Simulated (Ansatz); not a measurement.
Results of G0W0@PBEsol in Ansatz (hard PAW, contour deformation) for BaC₂ (R-3m, No. 166; start mp-1018141).

The same calculation (at the PBEsol cell, 18.329 Å³/atom) with different numerical settings; throughout: k mesh 2×2×2:

| run | response cutoff (eV) | empty bands | quasiparticle gap on the mesh (eV) | quasiparticle gap at Γ (eV) | rough time |
|---|---|---|---|---|---|
| 1 | 100 | 229 | 2.095 | 3.039 | 20 core-s |
| 2 | 150 | 421 | 2.202 | 3.130 | 40 core-s |
| 3 | 200 | 649 | 2.261 | 3.172 | 100 core-s |
| 4 | 250 | 907 | 2.297 | 3.195 | 9 core-min |
| 5 | 300 | 1192 | 2.319 | 3.209 | 10 core-min |
| 6 | 400 | 1835 | (withheld) | (withheld) | 8 core-min |

Problem. What belongs in the gaps?

Solution. 
- 6, quasiparticle gap on the mesh (eV): 2.345
- 6, quasiparticle gap at Γ (eV): 3.225

In the column quasiparticle gap on the mesh (eV) the first row differs from the last by -0.250 and the next to last by -0.026.

The last row is no converged limit: other settings stay fixed.

Spin–orbit coupling is not included.

A start named mp-… is a Materials Project structure, which can be a computed phase never made.

Ansatz is an electronic-structure program.
